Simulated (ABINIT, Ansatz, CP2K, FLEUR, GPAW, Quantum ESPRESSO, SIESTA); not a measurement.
# Code comparison for SnO₂ (P4_2/mnm, 6 atoms in the cell)

Self-consistent single point.

```yaml
crystal:
  lattice:
    - [4.79341, 0.00000, 0.00000]
    - [0.00000, 4.79341, 0.00000]
    - [0.00000, 0.00000, 3.22675]
  atoms:
    - { symbol: Sn, position: [0.50000, 0.50000, 0.50000] }
    - { symbol: Sn, position: [0.00000, 0.00000, 0.00000] }
    - { symbol: O, position: [0.19403, 0.80597, 0.50000] }
    - { symbol: O, position: [0.80597, 0.19403, 0.50000] }
    - { symbol: O, position: [0.69403, 0.69403, 0.00000] }
    - { symbol: O, position: [0.30597, 0.30597, 0.00000] }
```

All programs got the same cell, k-point mesh and kind of occupations (in Ansatz's words: kpoints.mp_grid.grid = 4 4 5; scf.occupations.method = fermi_dirac; scf.occupations.width = 0.02 eV); potentials, basis and cutoffs are each program's usual ones.

```tsv
code	model	pressure (GPa)	largest force (eV/Å)	gap on the mesh (eV)	k-points	cutoff
GPAW	PBE, GPAW PAW datasets PBE (gpaw-data 1.0.1)	–	0.051	0.880	18	950 eV
CP2K	PBE, GPW, DZVP-MOLOPT-PBE-GTH basis, GTH-PBE potentials (POTENTIAL_UZH)	8.70	0.023	0.425	42	grid 500 Ry
FLEUR	PBE, all-electron FLAPW (FLEUR), scalar-relativistic valence	–	0.088	0.805	18	Kmax 4.6 1/bohr
SIESTA	GGA PBE, numerical atomic orbitals TZP, PseudoDojo PBE standard norm-conserving potentials (rewritten from UPF to PSML)	5.94	0.125	0.566	44	grid 300 Ry
Ansatz	PBE, PAW files	2.70	0.038	0.848	18	420 eV
ABINIT	PBE, norm-conserving pseudopotentials (PseudoDojo nc-sr-05 PBE standard)	2.86	0.042	0.843	18	42 Ha
Quantum ESPRESSO	PBE, GBRV 1.5 ultrasoft (PBE) pseudopotentials	3.43	0.032	0.854	18	40 Ry
```

A dash marks a value that a program does not give, or that is left out as unsure.

Gaps are read on the mesh.

The spread over the programs that give each value: pressure within 6.00 GPa; largest force within 0.102 eV/Å; gap on the mesh within 0.455 eV.

The starting cell comes from a database of computed structures (which also holds hypothetical and non-ambient phases and stackings), without a prior relaxation at this level. Its lattice was rescaled by a random factor within 2.5 % of one. On Ansatz's run: In the base run, with a pressure of about 3 GPa the cell is away from its equilibrium volume at this level.

**Question.** Why do the programs differ, and what cannot be compared?

**Answer.** Differences of this kind can come from the potentials, where these differ, and from what each basis and cutoff leave unconverged. The zero of total energies and Fermi levels follows the potentials and each program's conventions, so they are not compared here. CP2K and SIESTA use small atom-centred bases, whose incompleteness enters pressures, forces and empty levels differently from a plane-wave cutoff. FLEUR treats all electrons, but the usual bases taken here (sphere radii, linearisation, local orbitals, empty states) were not tested for convergence, so the values are no reference for the others. Ansatz's pressure is given at a fixed set of plane waves, as the other plane-wave codes print theirs; with its correction for the finite basis it is 3.05 GPa (the shift of 0.36 GPa shows how far the cutoff is from converged). The pressure of GPAW is left out: its cutoff lies under the one at which its stress was checked. The programs reduce the same mesh by symmetry to different extents, which changes the work and not the result. In the pressure, CP2K (by 5.84) and SIESTA (by 3.08) lie more than 1 GPa from the median of the plane-wave programs. In the gap, CP2K (by 0.426) and SIESTA (by 0.285) lie more than 0.12 eV from the median of the plane-wave programs. In the force vectors, SIESTA (by 0.085) lies more than 0.08 eV/Å from the median of the plane-wave programs.

Ansatz is a quantum-chemistry and plane-wave program.

Keys are those of Ansatz 0.2.
